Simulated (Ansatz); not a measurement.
# Response to strain in ZnS

Consider ZnS in the zinc blende structure (space group F-43m, No. 216).

```
ZnS
1.0
    0.00000     2.67846     2.67846
    2.67846     0.00000     2.67846
    2.67846     2.67846     0.00000
S Zn
1 1
Direct
  0.75000   0.75000   0.75000
  0.00000   0.00000   0.00000
```

Cartesian axes are those of the cell as printed.

Strains are applied to the cell and any free atomic positions relax; under biaxial strain the out-of-plane vector relaxes too.

All numbers come from PBEsol, PAW, 420 eV (Ansatz, an electronic-structure program; no spin-orbit coupling), earlier PAW set.

Notes on the quantities. energy relative to the base: free energy F.

```json
[
 {"case": "base", "band gap": "2.08 eV", "space group": "F-43m (No. 216)", "volume per atom": "19.22 Å³", "energy relative to the base": "0 meV/atom", "electron mass": "0.17 mₑ (at Γ)"},
 {"case": "biaxial strain +2.45 %, plane normal [001], relaxed out of plane", "band gap": "___", "space group": "I-4m2 (No. 119)", "volume per atom": "___", "energy relative to the base": "___", "electron mass": "0.16 mₑ (at Γ)"},
 {"case": "biaxial strain +3.05 %, plane normal [001], relaxed out of plane", "band gap": "1.84 eV", "space group": "I-4m2 (No. 119)", "volume per atom": "19.63 Å³", "energy relative to the base": "+9.8 meV/atom", "electron mass": "0.16 mₑ (at Γ)"},
 {"case": "biaxial strain −2.89 %, plane normal [110], relaxed out of plane", "band gap": "2.06 eV", "space group": "Imm2 (No. 44)", "volume per atom": "18.55 Å³", "energy relative to the base": "+15 meV/atom", "electron mass": "–"},
 {"case": "biaxial strain +0.54 %, plane normal [110], relaxed out of plane", "band gap": "2.02 eV", "space group": "Imm2 (No. 44)", "volume per atom": "19.34 Å³", "energy relative to the base": "+0.5 meV/atom", "electron mass": "–"},
 {"case": "biaxial strain −1.70 %, plane normal [111], relaxed out of plane", "band gap": "2.10 eV", "space group": "R3m (No. 160)", "volume per atom": "18.78 Å³", "energy relative to the base": "+5.6 meV/atom", "electron mass": "0.15 mₑ out of plane, 0.18 mₑ in plane (at Γ)"},
 {"case": "isotropic strain −2.27 %", "band gap": "2.38 eV", "space group": "F-43m (No. 216)", "volume per atom": "17.94 Å³", "energy relative to the base": "+24 meV/atom", "electron mass": "0.18 mₑ (at Γ)"},
 {"case": "uniaxial strain ε_yy = +2.46 %", "band gap": "1.94 eV", "space group": "I-4m2 (No. 119)", "volume per atom": "19.69 Å³", "energy relative to the base": "+3.8 meV/atom", "electron mass": "0.16 mₑ (at Γ)"},
 {"case": "uniaxial strain ε_yy = +2.61 %", "band gap": "1.94 eV", "space group": "I-4m2 (No. 119)", "volume per atom": "19.72 Å³", "energy relative to the base": "+4.3 meV/atom", "electron mass": "0.16 mₑ (at Γ)"},
 {"case": "tensor shear ε_xy = +0.46 %", "band gap": "2.05 eV", "space group": "Imm2 (No. 44)", "volume per atom": "19.22 Å³", "energy relative to the base": "+0.2 meV/atom", "electron mass": "0.17 mₑ (at Γ)"}
]
```

### Question
Complete the table.

### Answer

- biaxial strain +2.45 %, plane normal [001], relaxed out of plane, band gap: 1.88 eV
- biaxial strain +2.45 %, plane normal [001], relaxed out of plane, volume per atom: 19.56 Å³
- biaxial strain +2.45 %, plane normal [001], relaxed out of plane, energy relative to the base: +6.4 meV/atom

A biaxial case was relaxed in a doubled cell and then solved in the primitive one. Masses are band curvatures over ±0.01 Å⁻¹ around the edge. Whether these cells are dynamically stable was not tested.
